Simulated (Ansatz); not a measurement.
Start from ZnCu$_{2}$SnS$_{4}$ (space group I-4, No. 82; a = 5.374 Å, c = 10.755 Å). Axes: x, y, z lie along a, b, c of the conventional cell.

All numbers come from plane-wave PAW DFT at the PBEsol level (Ansatz, a quantum-chemistry and plane-wave program, 420 eV), no SOC.

Strains are applied to the cell and any free atomic positions relax.

One change was made to it. Results:

| quantity | base | after |
|---|---|---|
| shortest interatomic distance | 2.271 Å | 2.265 Å |
| pressure (mean of the normal stresses, compression positive) | -0.01 GPa | 0.60 GPa |
| energy relative to the base (free energy F) | 0 meV/atom | +0.4 meV/atom |

Q: Name the change that was made.
A) uniaxial strain ε_xx = −0.75 %
B) uniaxial strain ε_xx = −2.25 %
C) uniaxial strain ε_xx = −1.50 %

A: A, uniaxial strain ε_xx = −0.75 %. For comparison, the pressure in the other runs: uniaxial strain ε_xx = −1.50 % gives 1.24 GPa; uniaxial strain ε_xx = −2.25 % gives 1.90 GPa.

No phonon test of stability was made. All final runs are without spin polarisation.
